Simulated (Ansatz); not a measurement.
Consider Sn in the diamond structure (space group Fd-3m, No. 227; a = 6.566 Å). Axes: x, y, z lie along the cube axes.

Structures relaxed with r2SCAN (Ansatz, a program for electronic structure), no SOC.

Base:

Simulated powder pattern, Cu Kα1, λ = 1.54056 Å (kinematic, ideal powder, no thermal factors, no anomalous dispersion; the 8 strongest lines at most, above 2 %, up to 2θ = 90°):

```
2θ (°)  I/Imax (%)    hkl
------  ----------  -----
23.45          100  (111)
38.75           80  (220)
45.79           50  (311)
55.97           13  (400)
61.50           20  (331)
70.15           27  (422)
75.11           15  (511)
87.89           15  (531)
```

Now apply this change: biaxial strain −2.08 %, plane normal [111], relaxed out of plane (Cartesian); in-plane vectors clamped, the third vector and the atoms free.

After the change:

Simulated powder pattern, Cu Kα1, λ = 1.54056 Å (kinematic, ideal powder, no thermal factors, no anomalous dispersion; the 8 strongest lines at most, above 2 %, up to 2θ = 90°):

```json
[
 {"2θ (°)": "23.18", "I/Imax (%)": "33", "hkl": "(111)"},
 {"2θ (°)": "23.87", "I/Imax (%)": "100", "hkl": "(1 1 -1)"},
 {"2θ (°)": "38.75", "I/Imax (%)": "55", "hkl": "(220)"},
 {"2θ (°)": "39.61", "I/Imax (%)": "51", "hkl": "(2 0 -2)"},
 {"2θ (°)": "45.64", "I/Imax (%)": "19", "hkl": "(311)"},
 {"2θ (°)": "46.40", "I/Imax (%)": "30", "hkl": "(3 1 -1)"},
 {"2θ (°)": "56.61", "I/Imax (%)": "18", "hkl": "(400)"},
 {"2θ (°)": "71.30", "I/Imax (%)": "17", "hkl": "(4 2 -2)"}
]
```

The indices refer to the base's conventional cell; one index is shown for lines that coincide. The space group is now R-3m (No. 166).

No phonon test of stability was made.
